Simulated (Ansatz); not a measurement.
The reference is PtSe2 in the CdI2 type structure (space group P-3m1, No. 164; a = 3.7724 Å, c = 4.8183 Å; layered).

Computed with DFT with PBE-D3(BJ), PAW potentials and a 420 eV plane-wave cutoff in Ansatz (a program for electronic structure), spin-orbit coupling left out.

One change was made to it. Results:

| quantity | base | after |
|---|---|---|
| shortest interatomic distance | 2.526 Å | 2.525 Å |
| c/a ratio | 1.277 | 1.273 |
| density | 9.87 g/cm³ | 9.92 g/cm³ |

Q: What was done to the base?
A) pressure 1.5 GPa
B) pressure 5 GPa
C) pressure 7.5 GPa
D) pressure 0.3 GPa
E) pressure −2 GPa

A: D, pressure 0.3 GPa. For comparison, the c/a ratio in the other runs: pressure 5 GPa gives 1.228; pressure 7.5 GPa gives 1.214; pressure −2 GPa gives 1.328; pressure 1.5 GPa gives 1.257.

Load acts through the strain it causes; cell and atoms are relaxed under it. Whether these cells are dynamically stable was not tested. No other phases were tried under pressure. All final runs are without spin polarisation.
